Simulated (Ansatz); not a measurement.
Input and output of a self-consistent single point for Cr3B4 (Immm, 7 atoms in the cell) (Ansatz, an electronic-structure program).

Method of the run: PBEsol-D3BJ-ATM, default PAW files made with PBE (plane waves; Ansatz).

```xyz
7
Lattice="-1.4760 1.4930 6.5100 1.4760 -1.4930 6.5100 1.4760 1.4930 -6.5100" Properties=species:S:1:pos:R:3 pbc="T T T"
Cr     0.0000     0.0000     2.4230
Cr     0.0000     0.0000    10.5970
B      0.0000     0.0000     4.6963
B      0.0000     0.0000     8.3237
Cr     1.4760     0.0000     0.0000
B      1.4760     0.0000     5.6650
B      0.0000     1.4930     0.8450
```
Moments meant for the start (each program seeds them in its own way; μB, in the order of the atoms Cr Cr B B Cr B B): 3.0 3.0 0.0 0.0 3.0 0.0 0.0.

Reference input (self-consistent single point, DFT, PBEsol, plane waves, default PAW files made with PBE): basis.ecutwfc = 420 eV; kpoints.mp_grid.grid = 8 8 8; hamiltonian.xc = pbesol; hamiltonian.pseudopotentials = {kind: paw} (the program's default PAW files); magnetization.spin_polarized = true; scf.occupations.method = cold; scf.occupations.width = 0.1 eV. This run's input differs from it in these lines:

```diff
@@ -21,2 +21,3 @@
   xc: pbesol
+  dispersion: d3bjatm
   pseudopotentials:
```

Output, abridged:

```
SCF iter   1: F=—  HF=-10680.482247 eV  |F-HF|=—  |Δ(HF+E_count)|=         —  Δρ=2.95e-1 (↑2.95e-1 ↓7.91e-2)  dr2=5.70e1  dr2_m=1.36e1  M=1.009 μB ∫|m|=1.312 μB  β_m=0.30  ethr=3.10e-3  ⟨swp⟩=5.8  Hψ=27052  notcnv=0
Mixer restart at iter 1: flushing history
all-band conjugate gradients solve this SCF's bands
preconditioner: auto → Kerker (q_TF=auto, 2.701 Å⁻¹)
spin=Collinear: Kerker preconditioning applied to the charge; magnetization (m = ρ↑ − ρ↓) channel mixes plain (no charge-response kernel on spin).
   [... lines left out ...]
SCF iter  18: F=—  HF=-10663.565447 eV  |F-HF|=—  |Δ(HF+E_count)|=   1.22e-9  S|Δr|=    0.00e0  Δρ=9.80e-7 (↑4.04e-7 ↓9.80e-7)  dr2=1.02e-9  dr2_m=1.34e-10  M=0.000 μB ∫|m|=0.000 μB  β_m=0.86  ethr=1.37e-11  ⟨swp⟩=2.0  Hψ=13337  notcnv=0
SCF iter  19: F=-10663.565447 eV  HF=-10663.565447 eV  |F-HF|=2.60e-10  |Δ(HF+E_count)|=  9.09e-12  S|Δr|=    0.00e0  Δρ=4.21e-7 (↑4.21e-7 ↓3.96e-7)  dr2=2.81e-10  dr2_m=4.51e-11  M=0.000 μB ∫|m|=0.000 μB  ethr=1.90e-12  ⟨swp⟩=2.0  Hψ=13328  notcnv=0
SCF 1 converged in 19 iterations: F = -10663.565447 eV  dr2 = 2.81e-10
WARN: the starting moments were not kept: the SCF closed with an absolute magnetisation of 4.5e-5 μB, where they sum to 9 μB in size (3 sites) …
   [... lines left out ...]
Absolute magnetization: 0.0000 μB (∫|ρ↑−ρ↓|, with the PAW one-centre terms)
Free energy (F): -10663.565447 eV
Fermi energy:    17.284909 eV
   [... lines left out ...]
  atom   7  B      0.00000000     0.00000000     0.73968773
--- Stress (GPa, compression-positive) ---
      -18.162461       0.000000       0.000000
        0.000000     -24.153481       0.000000
        0.000000       0.000000     -15.214700
  P = ⅓ Tr σ = -19.1769 GPa (-191.769 kbar)
  The stress holds the Pulay correction. Without it, at fixed plane waves, as pw.x and ABINIT print it: P = -19.3819 GPa
```

The run converged in 19 iterations. Against the reference run the pressure goes from -14.62 to -19.18 GPa and the largest force stays at 0.740 eV/Å.

The starting cell comes from a database of published, mostly measured structures (it also holds non-ambient and calculated ones), without a prior relaxation at this level. The starting moments vanished: the run ended non-magnetic, which need not be the lowest state. The program warned that a starting moment was not kept. With a pressure of about -19 GPa the cell is away from its equilibrium volume at this level. Ansatz's pressure includes its estimate of the finite-basis (Pulay) stress.

Cost on one core of a shared machine: roughly 60 s.

Keys are those of Ansatz 0.2.
